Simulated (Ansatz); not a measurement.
## Au₃Ag (Pm-3m, No. 221, 4 atoms in the cell; start mp-863750): bulk modulus B0 by level of theory

No measured value is used here.

| level (code) | value (GPa) | cell (Å³/atom) |
|---|---|---|
| LDA (Ansatz) | 181 | 16.40 |
| PBEsol (Ansatz) | 161 | 16.88 |
| r²SCAN (Ansatz) | 140 | 17.43 |

Density-functional levels without +SOC have no spin–orbit coupling. LDA, PBEsol, r²SCAN: the bulk modulus is −V dP/dV from two relaxed cells at ±2 % in volume. LDA, PBEsol, r²SCAN: the relaxation could not lower the start's symmetry, so the cell can be a saddle point above a distorted one. Each level is taken at its own relaxed cell. Cutoffs differ between the levels. Ansatz's density-functional and Hartree–Fock values are scalar-relativistic unless marked +SOC, with PAW data made under PBE.

A start named mp-… is a Materials Project structure, which need not be a measured phase.

Ansatz is a program for electronic structure.
